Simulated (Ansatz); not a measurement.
**The (213) surface of tetragonal indium in its 1x1 cell, outermost plane spacing 1.11 Å in the ideal cut**

Level of theory: r2SCAN, at the PBE geometry (plane waves to 500 eV, PAW; Ansatz, an electronic-structure program).

Set-up: 10 atoms, 10.0 Å thick at the start (thin: gaps and levels are the slab's own); mesh 11x5x1; 0.1 eV smearing; dipole correction on; single point; on the structure that PBE left under its start's symmetry; no spin, no spin-orbit, no U.

```json
{
  "surface energy (mean of both faces)": "0.38 J/m²",
  "work_function_of_the_top_face": "3.92 eV",
  "cost": "very roughly 3 core-minutes"
}
```
